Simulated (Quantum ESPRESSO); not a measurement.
A user runs Quantum ESPRESSO on Mg5Sn (R32, 6 atoms in the cell) and asks whether the run is sound. The aim is a self-consistent single point with DFT, LDA (PZ), plane waves, GBRV 1.5 ultrasoft (LDA) pseudopotentials.

Cell that was meant: a = 6.0806 Å, b = 6.0806 Å, c = 6.0806 Å, α = 53.83°, β = 53.83°, γ = 53.83°.

Part of the input:

```fortran
/
&ELECTRONS
    conv_thr = 1e-10
    mixing_beta = 1.0
    mixing_ndim = 2
/
ATOMIC_SPECIES
Mg    24.3050  mg_lda_v1.4.uspp.F.UPF
```

Output, abridged:

```
     Message from routine setup:
     using ibrav=0 with symmetry is DISCOURAGED, use correct ibrav instead
     G-vector sticks info
   [... lines left out ...]
        k(    1) = (   0.0000000   0.0000000   0.0000000), wk =   0.0160000
        k(    2) = (   0.0000000  -0.2550766   0.0782009), wk =   0.0960000
        k(    3) = (   0.0000000  -0.5101532   0.1564018), wk =   0.0960000
   [... 16 lines left out ...]

     Dense  grid:    43785 G-vectors     FFT dimensions: (  54,  54,  54)

     Smooth grid:    31365 G-vectors     FFT dimensions: (  48,  48,  48)

     Initial potential from superposition of free atoms

     starting charge      61.4990, renormalised to      64.0000
     Self-consistent Calculation

     iteration #  1     ecut=    40.00 Ry     beta= 1.00

     total energy              =    -783.71346786 Ry
     estimated scf accuracy    <       1.56046766 Ry

     iteration #  2     ecut=    40.00 Ry     beta= 1.00

     total energy              =    -784.10877932 Ry
     estimated scf accuracy    <       0.63706029 Ry

     iteration #  3     ecut=    40.00 Ry     beta= 1.00

     total energy              =    -784.22469238 Ry
     estimated scf accuracy    <       0.02380416 Ry

   [... 9 blocks of this kind left out ...]

     iteration # 13     ecut=    40.00 Ry     beta= 1.00

     total energy              =    -784.23414178 Ry
     estimated scf accuracy    <          3.3E-10 Ry

     iteration # 14     ecut=    40.00 Ry     beta= 1.00
     End of self-consistent calculation

     the Fermi energy is     6.7434 ev

!    total energy              =    -784.23414178 Ry
     estimated scf accuracy    <          5.3E-11 Ry
     smearing contrib. (-TS)   =      -0.00573532 Ry
     internal energy E=F+TS    =    -784.22840646 Ry

     convergence has been achieved in  14 iterations

     Forces acting on atoms (cartesian axes, Ry/au):

     atom    1 type  1   force =     0.00016960    0.00000000    0.00000000
     atom    2 type  1   force =    -0.00008480    0.00014688    0.00000000
     atom    3 type  1   force =    -0.00008480   -0.00014688   -0.00000000
     atom    4 type  1   force =     0.00000000    0.00000000    0.00077626
   [... lines left out ...]

     Total force =     0.001136     Total SCF correction =     0.000030

          total   stress  (Ry/bohr**3)                   (kbar)     P=      -17.40
  -0.00007550   0.00000000   0.00000000          -11.11        0.00        0.00
   0.00000000  -0.00007550  -0.00000000            0.00      -11.11       -0.00
   0.00000000   0.00000000  -0.00020379            0.00        0.00      -29.98

   JOB DONE.
```

### Question
Can these results be used? Check the input.

### Answer
The results can be used. The input holds unsuitable density mixing, which can do harm: too large a step with little history lets the density overshoot, and too small a step makes little progress in the iterations allowed. Here it did none. The run converged in 14 iterations, and against the sound input the free energy hardly moves (within 1 meV/atom), the pressure stays at -1.74 GPa and the largest force stays at 0.020 eV/Å.

The sound input it was made from differs as follows (other fixes are possible):
```diff
-    mixing_beta = 1.0
-    mixing_ndim = 2
+    mixing_beta = 0.4
```

With that input, the run converged in 11 iterations: free energy E − TS -10670.0491 eV; Fermi level (on the code's own zero) 6.74 eV; pressure -1.74 GPa; largest force (vector length) 0.020 eV/Å (DFT, LDA (PZ), plane waves, GBRV 1.5 ultrasoft (LDA) pseudopotentials).

On the sound input: the starting cell comes from a database of computed structures (which also holds hypothetical and non-ambient phases and stackings), without a prior relaxation at this level.
